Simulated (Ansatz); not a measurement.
Amorphous Si$_{24}$O$_{48}$H$_{2}$, 74 atoms at 2.06 g/cm³, one PBE-relaxed geometry, zone centre. Methods: PBE, scalar-relativistic without spin-orbit coupling (Ansatz, a quantum-chemistry and plane-wave program); r2SCAN, scalar-relativistic without spin-orbit coupling (Ansatz). Plane waves to 420 eV (r2SCAN 500 eV). The usual formal charges leave 2 electrons over, so the level spacing at the Fermi energy parts defect or band states and needn't be the band gap. At PBE the levels at the filled edge of the gap are localised (band-tail or defect states), and the nearest spread-out levels lie 5.4 eV apart at the zone centre. The higher rungs were started with moments on some atoms, which died out.

A CHGNet melt-quench gave the starting glass, which DFT then relaxed. O atoms were pushed apart under 1.9 Å during the dynamics, to hinder bonds among them. The hot cell started wider than the set density and was brought back towards it in steps. It is the lowest in DFT energy of 2 quenches. It is a model cell: composition and starting density were chosen by hand, and all elements were melted together. No dispersion term was used. Its density started from a set value of 2.01 and ended at 2.06 g/cm³. Cooling (nominally 780 K/ps over its main leg) ran many orders faster than in experiment, which tends to leave more defects and strain. A cell of this size samples the disorder only roughly. The volume was free in the relaxation, at fixed shape. Stress components on the final sampling reach 1.1 GPa.

The relaxation ran on the zone centre alone. At PBE the level spacing at the Fermi energy is 3.72 eV on a 2×2×2 Γ-centred mesh, and the spacing at the zone centre alone 3.77 eV.

Task: What zone-centre spacing does r2SCAN give, roughly?

Result: 4.05 eV (+0.27 eV against PBE).

The highest filled and the lowest empty state spread over these numbers of atoms (participation numbers): PBE: 2.1 and 14.0; r2SCAN: 2.0 and 2.3.
